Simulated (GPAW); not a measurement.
Worked example: self-consistent single point of Si2Ni (Fm-3m, 3 atoms in the cell) in GPAW.

Method of the run: PBEsol, GPAW PAW datasets PBEsol (made by gpaw-setup) (plane waves; GPAW 25.7.0).

```
CELL_PARAMETERS angstrom
      0.00000     2.68481     2.68481
      2.68481     0.00000     2.68481
      2.68481     2.68481     0.00000
ATOMIC_POSITIONS crystal
  Si 0.25000 0.25000 0.25000
  Si 0.75000 0.75000 0.75000
  Ni 0.00000 0.00000 0.00000
```

Reference input (self-consistent single point, DFT PBE, plane waves, GPAW PAW datasets PBE (gpaw-data 1.0.1)): mode = pw; ecut = 850 eV; xc = PBE; kpts = 9 9 9; mesh shift (steps) = 0 0 0; occupations.name = methfessel-paxton; occupations.width = 0.272 eV; occupations.order = 0; nbands = -7; convergence.density = 1e-05 e/electron; convergence.energy = 1e-05 eV/electron; symmetry.symmorphic = false. This run's input differs from it in these lines:

```diff
@@ -14,3 +14,3 @@
 calc = GPAW(mode=PW(850),
-            xc='PBE',
+            xc='PBEsol',
             kpts=(9, 9, 9),
```

Its files differ too (potentials: GPAW PAW datasets PBEsol (made by gpaw-setup)).

Log, with long lists cut:

```
     iter     time        total  log10-change:
                         energy   eigst   dens
iter:   1 --:--:--   -21.212122
iter:   2 --:--:--   -21.057093   -0.26  -1.16
iter:   3 --:--:--   -20.875872   -0.92  -1.18
iter:   4 --:--:--   -20.853203   -1.36  -1.25
iter:   5 --:--:--   -20.745781   -2.26  -1.65
   [... 2 lines left out ...]
iter:   8 --:--:--   -20.756240   -3.49  -2.33
iter:   9 --:--:--   -20.755886   -4.96  -2.52
iter:  10 --:--:--   -20.754708   -4.87  -2.53
iter:  11 --:--:--   -20.754713   -5.97  -3.63
iter:  12 --:--:--   -20.754713c  -7.53c -4.18
iter:  13 --:--:--   -20.754712c  -6.97  -4.21
iter:  14 --:--:--   -20.754712c  -6.97  -4.28
iter:  15 --:--:--   -20.754712c  -7.35  -4.25
iter:  16 --:--:--   -20.754712c  -8.27c -4.48
iter:  17 --:--:--   -20.754712c  -8.06c -4.49
iter:  18 --:--:--   -20.754712c  -9.19c -5.38c
Converged after 18 iterations.

Dipole moment: (0.000000, 0.000000, 0.000000) |e|*Ang

Energy contributions relative to reference atoms: (reference = -57075.982251)

Kinetic:        +16.262353
Potential:      -10.600266
External:        +0.000000
XC:             -26.420211
Entropy (-ST):   -0.036188
Local:           +0.021507
SIC:             +0.000000
--------------------------
Free energy:    -20.772806
Extrapolated:   -20.754712

Showing only first 2 kpts
 Kpt  Band  Eigenvalues  Occupancy
  0    10     11.70752    0.00000
  0    11     11.70752    0.00000
  0    12     11.70752    0.00000
  0    13     12.05440    0.00000

  1    10      9.93878    0.96286
  1    11      9.93878    0.96286
  1    12     11.04097    0.00000
  1    13     12.51576    0.00000

Fermi level: 9.92982

No gap
No difference between direct/indirect transitions
Energy (eV): -20.754712

Forces in eV/Ang:
  0 Si   -0.00000   -0.00000    0.00000
  1 Si    0.00000   -0.00000    0.00000
  2 Ni    0.00000   -0.00000    0.00000

Stress tensor:
    -0.021966    -0.000000     0.000000
    -0.000000    -0.021966     0.000000
     0.000000     0.000000    -0.021966
Stress (GPa, Voigt): [-3.5193 -3.5193 -3.5193  0.      0.     -0.    ]
```

The run converged in 18 iterations. GPAW prints stress with tension positive. Against the reference run the pressure goes from 8.35 to 3.52 GPa.

The starting cell comes from a database of computed structures (which also holds hypothetical and non-ambient phases and stackings), without a prior relaxation at this level. Its lattice was rescaled by a random factor within 2.5 % of one. Spin polarisation is off. With a pressure of about 4 GPa the cell is away from its equilibrium volume at this level.

Cost on one core of a shared machine: roughly 50 s.
